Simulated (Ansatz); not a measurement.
A 32-atom cell of (Si,Sn) started in the diamond structure, site fractions Si 0.375, Sn 0.625, short-range order 0.00 among the nearest mixed sites of the first mixed sublattice (0 is random, a negative value favours unlike neighbours), space group P1 at the end. The mixed sublattice has 32 sites.

The mixing enthalpy is taken against the end members in the diamond type, relaxed in the same cell and mesh.

Methods: PBE (plane waves to 420 eV, PAW; Ansatz, a quantum-chemistry and plane-wave program); PBE with spin-orbit coupling (plane waves to 420 eV, PAW; Ansatz). Geometries and values that name no level are of the first. Values not marked SOC have no spin–orbit coupling. Its k-point mesh 3×3×3, Fermi–Dirac width 0.01 eV.

| cell | energy at zero smearing (eV) |
|---|---|
| Si | -20345.921 |
| Sn | -192774.776 |
| Sn5Si3 | -128110.153 |

Work out the mixing enthalpy per mixed site and the interaction parameter Ω of a regular solution.

With x = 20/32 of the second end member, ΔH = [-128110.153 − 12/32 × (-20345.921) − 20/32 × (-192774.776)] / 32 = 118.8 meV against the separate end members. Ω = ΔH / x(1 − x) = 507 meV, which puts the top of the miscibility gap of this model at Ω / 2k = 2940 K.
